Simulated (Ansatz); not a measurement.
C (model structure, Fd-3m, No. 227, 2 atoms in the cell)

All values below come from LDA (plane waves, PAW; Ansatz, a program for electronic structure).

Numerical settings: plane-wave cutoff 520 eV, 34×34×34 k mesh, Fermi–Dirac smearing 0.05 eV, scalar-relativistic PAW data made under PBE.

Cell (relaxed at this level):

Space group Fd-3m, origin choice 1 (No. 227); a = b = c = 3.5319 Å, α = β = γ = 90.00°

```json
[
 {"atom": "C", "site": "8a", "symmetry": "-43m", "x": "0.0000", "y": "0.0000", "z": "0.0000"}
]
```
(The calculation used a cell of 2 atoms; values per cell refer to that cell.)

- band gap: 4.18 eV (indirect)
- smallest direct gap on the k points sampled: 5.63 eV

The computed numbers hold no vibrational or temperature effects.

A model structure was made by putting elements into a prototype or built by hand; here it ended with the formula and space group of a phase in our tables.
